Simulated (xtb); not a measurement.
xtb 6.7.1, GFN2-xTB: Sr(Br)(k2OAc)(dme) (CC1[O][Sr]2([Br])(<-[O]=1)<-[O](C)CC[O]->2C), 25 atoms. The geometry is a generated start, not checked to be a minimum at this level.

| Property | Result |
|---|---|
| run flags | --grad |
| method | GFN2-xTB |
| --acc | 1 (default) |
| --etemp (K) | 300 (default) |
| basis functions | 73 |
| valence electrons | 70 |

```xyz
25

Sr     0.3208    -0.8801    -0.5353
Br     1.9402     0.8731    -1.7983
C     -0.4977    -4.6769    -1.4268
C     -0.1895    -3.2303    -1.0884
O     -0.8717    -2.3325    -1.6198
O      0.7458    -2.9917    -0.3013
H     -0.2962    -5.3058    -0.5649
H     -1.5298    -4.7727    -1.7490
H      0.1586    -4.9782    -2.2406
C     -1.5080     2.0700    -1.4058
O     -1.1502     1.4006    -0.2109
C     -0.5803     2.2786     0.7370
C     -0.1951     1.4612     1.9681
O      0.8603     0.5603     1.7151
C      2.1440     1.1564     1.8057
H     -1.8830     1.3132    -2.0947
H     -0.6384     2.5684    -1.8486
H     -2.2927     2.8106    -1.2090
H     -1.3094     3.0504     1.0222
H      0.3047     2.7661     0.3051
H     -1.0565     0.8503     2.2563
H      0.0682     2.1324     2.7953
H      2.2761     1.9615     1.0784
H      2.8695     0.3722     1.5921
H      2.3102     1.5428     2.8178
```

One run each on 1 thread. Values of broydamp tried: 0.02, 0.05, 0.1, 0.2, 0.4 (default), 0.6, 0.8, 1.

### Question
Predict the course of the SCC iterations along this series.

### Answer
Fewest SCC iterations, within one of each other: 0.2 with 19, 0.4 (default) with 20. The count rises to 33 at 0.02. All converge to one solution.

```
broydamp       SCC iterations            end
-------------  --------------  -------------
0.02                       33  same solution
0.05                       29  same solution
0.1                        23  same solution
0.2                        19  same solution
0.4 (default)              20  same solution
0.6                        21  same solution
0.8                        22  same solution
1                          24  same solution
```
